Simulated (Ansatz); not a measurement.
The parent structure is SiC (space group P6_3mc, No. 186; a = 3.078 Å, c = 10.076 Å). Axes: x lies along a and z along c of the hexagonal cell.

Level of theory: PBEsol/PAW in Ansatz (a first-principles code), no SOC.

For the base:

| Property | Value |
|---|---|
| Band gap | 2.12 eV |
| Smallest direct gap | 3.24 eV |

Modification: tensor shear ε_xz = +0.80 % (engineering shear γ = 0.0160); the atoms relax in the strained cell.

Question: What happens to the band gap?

Answer: The band gap falls by 0.06 eV (2.12 eV → 2.06 eV).

Question: Predict the new smallest direct gap.

Answer: The smallest direct gap decreases by 0.01 eV, from 3.24 eV to 3.23 eV.

Stability against distortions was not tested.
